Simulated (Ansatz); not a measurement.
The starting structures come from a database of crystals and need not be the phases stable at ambient conditions.

The decay constant κ of evanescent states in the gap governs leakage through a thin film.

Here is the system:

```xyz
16
Lattice="5.6557 0.0000 0.0000 0.0000 7.2837 0.0000 2.8278 -2.4551 6.2468" Properties=species:S:1:pos:R:3 pbc="T T T"
V      2.8278     0.9226     4.1767
V      5.6557     3.9061     2.0701
Bi     5.6557     3.0689     6.0854
Bi     2.8278     1.7597     0.1614
Pb     2.8278     4.7836     4.2768
Pb     5.6557     0.0450     1.9700
O      4.1675     0.0000     0.0000
O      1.4882     0.0000     0.0000
O      5.6557     3.7068     3.8034
O      2.8278     1.1218     2.4434
O      1.4103     4.8711     1.6794
O      7.0732    -0.0424     4.5674
O      4.2381    -0.0424     4.5674
O      4.2454     4.8711     1.6794
O      5.6557     2.3723     1.2516
O      2.8278     2.4563     4.9952
```

Space group of this cell: C2/m. The cell is taken as given; by PBEsol its mean pressure is -6.5 GPa.

Transport runs along the normal of the first two printed cell vectors.

The gap is the functional's own, uncorrected, and κ follows it; spin-orbit coupling is left out. Mid-gap values are interpolated between the computed energies.

Task: State the band gap and the smallest decay constant κ at mid-gap according to PBEsol (Ansatz, an electronic-structure program).

Result: Gap 2.31 eV on a 6×6×6 mesh; κ = 0.364 1/Å, at the zone centre.
